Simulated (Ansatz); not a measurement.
We consider ZrAl (Cmcm, No. 63, 4 atoms in the cell; start mp-11233), described by LDA (Ansatz, a quantum-chemistry and plane-wave program, PAW).

Run with plane-wave cutoff 520 eV, 18×18×14 k mesh (along the axes of the cell as run), Fermi–Dirac smearing 0.05 eV, scalar-relativistic PAW data made under PBE.

Cell (relaxed at this level):

```cif
data_Al2Zr2
_chemical_formula_sum 'Zr2 Al2'
_space_group_name_H-M_alt 'P 1'
_space_group_IT_number 1
_cell_length_a 5.63238
_cell_length_b 5.63238
_cell_length_c 4.22605
_cell_angle_alpha 90.000
_cell_angle_beta 90.000
_cell_angle_gamma 145.978
loop_
_space_group_symop_operation_xyz
  'x, y, z'
loop_
_atom_site_label
_atom_site_type_symbol
_atom_site_fract_x
_atom_site_fract_y
_atom_site_fract_z
_atom_site_occupancy
Zr1 Zr 0.16046 0.83954 0.75000 1
Zr2 Zr 0.83954 0.16046 0.25000 1
Al1 Al 0.42881 0.57119 0.75000 1
Al2 Al 0.57119 0.42881 0.25000 1
```

### Question
Predict the bulk modulus.

### Answer

bulk modulus: 118 GPa

The run finds no gap.

Note: the bulk modulus is −V dP/dV from two relaxed cells at ±2 % in volume; the relaxation could not lower the start's symmetry, so the cell can be a saddle point above a distorted one.

Static lattice: no zero-point or thermal effects.

Computing time: roughly 8 core-minutes.

A start named mp-… is a Materials Project structure, which need not be a measured phase.
